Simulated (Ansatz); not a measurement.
Response to strain in Rh

Take Rh in the fcc (Cu type) structure (space group Fm-3m, No. 225; a = 3.782 Å; relaxed with 0.1 eV smearing) as the base. Axes: x, y, z lie along the cube axes.

Strains are applied to the cell and any free atomic positions relax.

All numbers come from Kohn–Sham DFT with the PBEsol functional, run in Ansatz (a program for electronic structure) with PAW and 420 eV plane waves, scalar-relativistic without spin-orbit coupling.

Notes on the quantities. energy relative to the base: free energy F; pressure: mean of the normal stresses, compression positive.

```json
[
 {"case": "base", "energy relative to the base": "0 meV/atom", "volume per atom": "13.52 Å³", "pressure": "0.0 GPa"},
 {"case": "tensor shear ε_xy = +0.29 %", "energy relative to the base": "+0.3 meV/atom", "volume per atom": "13.52 Å³", "pressure": "0.0 GPa"},
 {"case": "tensor shear ε_xy = +1.43 %", "energy relative to the base": "?", "volume per atom": "13.52 Å³", "pressure": "?"},
 {"case": "tensor shear ε_xy = +0.86 %", "energy relative to the base": "+2.6 meV/atom", "volume per atom": "13.52 Å³", "pressure": "0.1 GPa"},
 {"case": "tensor shear ε_xy = +0.57 %", "energy relative to the base": "+1.1 meV/atom", "volume per atom": "13.52 Å³", "pressure": "0.0 GPa"},
 {"case": "tensor shear ε_xy = +2.00 %", "energy relative to the base": "+14 meV/atom", "volume per atom": "13.51 Å³", "pressure": "0.6 GPa"},
 {"case": "tensor shear ε_xy = +1.71 %", "energy relative to the base": "+10 meV/atom", "volume per atom": "13.52 Å³", "pressure": "0.4 GPa"},
 {"case": "tensor shear ε_xy = +1.14 %", "energy relative to the base": "+4.6 meV/atom", "volume per atom": "13.52 Å³", "pressure": "0.2 GPa"}
]
```

Q: Complete the table.

A: 
- tensor shear ε_xy = +1.43 %, energy relative to the base: +7.2 meV/atom
- tensor shear ε_xy = +1.43 %, pressure: 0.3 GPa

Whether these cells are dynamically stable was not tested. The final runs are not spin-polarised.
